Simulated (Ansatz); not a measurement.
## What biaxial strain −0.29 %, plane normal [111], relaxed out of plane does to TiN

Consider TiN in the rock salt structure (space group Fm-3m, No. 225; a = 4.2044 Å; relaxed with 0.1 eV smearing). Axes: x, y, z lie along the cube axes.

One thing is altered: compressive biaxial strain of 0.29 % in the plane normal to [111], as in epitaxy on a mismatched substrate; the out-of-plane cell vector and the atoms relax.

Method: PBEsol in Ansatz (plane waves to 420 eV, PAW, no spin-orbit coupling), earlier PAW set. Settings: 24×24×24 k-points, 0.1 eV Fermi–Dirac smearing.

The volume per atom decreases by 0.035 Å³ to 9.26 Å³ and the space group becomes R-3m (No. 166) (base: Fm-3m (No. 225)). The energy is nearly the same and the pressure (mean of the normal stresses, compression positive) goes from zero to 1.1 GPa. The band gap is still zero and the out-of-plane strain comes out as +0.20 %. The mean in-plane stress (compression positive) comes out as +1.7 GPa.

Cost of the whole job for the changed cell (relaxation, final SCF and bands): roughly 80 core-seconds.

Stability against distortions was not tested. The final runs are not spin-polarised. An odd electron count without spin: TiN.

Ansatz is a quantum-chemistry and plane-wave program.
